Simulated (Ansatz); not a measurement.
The parent structure is CsPbBr$_{3}$ in the cubic perovskite structure (space group Pm-3m, No. 221).

```xyz
5
Lattice="5.7702 0.0000 0.0000 0.0000 5.7702 0.0000 0.0000 0.0000 5.7702" Properties=species:S:1:pos:R:3 pbc="T T T"
Cs     0.0000     0.0000     0.0000
Pb     2.8851     2.8851     2.8851
Br     2.8851     0.0000     2.8851
Br     0.0000     2.8851     2.8851
Br     2.8851     2.8851     0.0000
```

Cartesian axes are those of the cell as printed.

All numbers come from plane-wave PAW DFT at the LDA level (Ansatz, an electronic-structure program, 420 eV), without spin-orbit coupling.

Now apply this change: compressive biaxial strain of 0.60 % in the plane normal to [001], as in epitaxy on a mismatched substrate; the out-of-plane cell vector and the atoms relax.

**Question.** What happens to the out-of-plane strain?

**Answer.** The out-of-plane strain amounts to +0.14 %.

**Question.** What happens to the in-plane stress?

**Answer.** The mean in-plane stress (compression positive) comes out as +0.4 GPa.

No phonon test of stability was made. Many cubic perovskites are stable only at high temperature; tilts and polar distortions were not tested. This is not the structure that CsPbBr3 has at room temperature and ambient pressure.
